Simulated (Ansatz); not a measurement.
```xyz
2
Lattice="2.8874 0.0000 0.0000 0.0000 2.8874 0.0000 1.4437 -1.4437 2.0417" Properties=species:S:1:pos:R:3 pbc="T T T"
Li     0.0000     0.0000     0.0000
F      1.4437     1.4437     0.0000
```

Space group of this cell: Fm-3m, rock salt. The cell is taken as given; by r2SCAN its mean pressure is -4.6 GPa.

All values below come from r2SCAN (plane waves, PAW; Ansatz, a program for electronic structure).

The current runs along the normal of the first two printed vectors; no spin-orbit coupling. Scaled by the factor s: all lengths (ions clamped). Meshes 14×14×14 and 10×10 across the current in all rows.

```json
[
 {"s": "0.98", "mean pressure (GPa)": "-0.7", "band gap (eV)": "10.24"},
 {"s": "1.00", "mean pressure (GPa)": "-4.6", "band gap (eV)": "9.69"},
 {"s": "1.02", "mean pressure (GPa)": "-7.6", "band gap (eV)": "?"}
]
```

Problem. Take the slope of the band gap against ln s from the two given rows, extrapolate to s = 1.02, and say what the run there gives.

Solution. Slope = (10.24 − 9.69) / ln 0.98 = -27.2 eV. The line gives 9.69 + (-27.2) × ln 1.02 = 9.15 eV. The run gives 9.18 eV, 0.03 eV over the line, 5 % of the predicted step.
